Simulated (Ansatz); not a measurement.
VPt (P4/mmm), PBEsol, DFPT electron-phonon coupling, linearised Boltzmann equation in Ansatz (a first-principles code). Phonon-limited resistivity 12.0 μΩ·cm at 300 K, 16.5 μΩ·cm at 400 K, current-weighted mean free path 8.5 nm, Drude plasma energy 5.81 eV.

Task: What is the classical skin depth at 100 GHz (nonmagnetic, μ₀ = 1.257×10⁻⁶ H/m)?

Result: δ = √(ρ/(π f μ₀)) = 551 nm.

Task: What Drude relaxation time do resistivity and plasma energy imply?

Result: ω_p = 8.83e15 s⁻¹, so τ = 1/(ε₀ ω_p² ρ) = 12.1 fs, a damping ħ/τ of 54.5 meV.

Task: Estimate the electronic thermal conductivity at 300 K by the Wiedemann-Franz law (L₀ = 2.44×10⁻⁸ W·Ω/K²).

Result: L₀T/ρ = 2.44×10⁻⁸ × 300/(12.0×10⁻⁸) = 61.0 W/(m·K). Inelastic scattering puts the true Lorenz number somewhat under L₀ near and below the Debye temperature.

A metal at this level (no band gap). Only scattering by harmonic phonons is included (no impurities, grain boundaries, electron-electron scattering or thermal expansion). Spin-orbit coupling is left out, which matters with elements this heavy. Halving the electron mesh (32x32x24) moves the resistivity by up to 3 % at 300 K, the mean free path by up to 3 %. Smearing 0.20 eV; phonons on a 5x5x4 q mesh, which this run doesn't test.

Formula and space group known from diffraction (Crystallography Open Database), not checked to be the room-temperature form: VPt (P4/mmm). Treated as nonmagnetic (a ferromagnetic start lost its moment, other orders weren't tried): VPt (P4/mmm).
